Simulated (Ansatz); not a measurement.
Level of theory: PBE (plane waves to 420 eV, PAW; Ansatz, a quantum-chemistry and plane-wave program).

Planar average of the electrostatic potential across the slab, in eV from the Fermi level, for Al on the 1x1 (110) surface of bcc Mo, one in a 2x1 cell, started at the site 'bridge Mo-Mo (span 3.2 Å)':

(z (Å), V (eV)): (5.49, 4.55); (5.78, 4.55); (6.07, 4.54); (6.36, 4.53); (6.64, 4.51); (6.93, 4.47); (7.22, 4.38); (7.51, 4.22); (7.80, 3.90); (8.09, 3.26); (8.38, 2.03); (8.67, -0.41); (8.96, -5.93); (9.24, -14.58); (9.53, -21.59); (9.82, -22.85); (10.11, -17.67); (10.40, -9.25); (10.69, -3.50); (10.98, -4.31); (11.27, -11.27); (11.56, -19.58); (11.84, -23.58); (12.13, -20.83); (12.42, -12.94); (12.71, -4.97); (13.00, -2.09); (13.29, -5.09); (13.58, -13.10); (13.87, -20.89); (14.16, -23.48); (14.44, -19.33); (14.73, -10.92); (15.02, -3.87); (15.31, -2.70); (15.60, -7.84); (15.89, -16.39); (16.18, -22.39); (16.47, -22.19); (16.76, -15.91); (17.04, -7.30); (17.33, -1.79); (17.62, -0.78); (17.91, -1.21); (18.20, -1.32); (18.49, -1.34); (18.78, -1.13); (19.07, 0.13); (19.36, 1.99); (19.64, 3.08); (19.93, 3.67); (20.22, 3.97); (20.51, 4.13); (20.80, 4.20); (21.09, 4.24); (21.38, 4.26); (21.67, 4.27); (21.96, 4.28); (22.24, 4.28); (22.53, 4.28); (22.82, 4.28)

Slab: 9 atoms, 6.5 Å thick at the start under the adsorbate (thin: gaps and levels are the slab's own); k 6x12x1, smearing 0.1 eV, dipole-corrected; 4 atoms held, the rest relaxed; held to the start's symmetry, so lower structures may exist; no spin, no spin-orbit, no U, no dispersion correction. At the end it is bonded to 4 Mo. In PBE it is, or lies within 0.03 eV of, the lowest of the starts that converged.

The vacuum level lies 4.28 eV above the Fermi level over the top face and 4.55 eV above it under the bottom face.
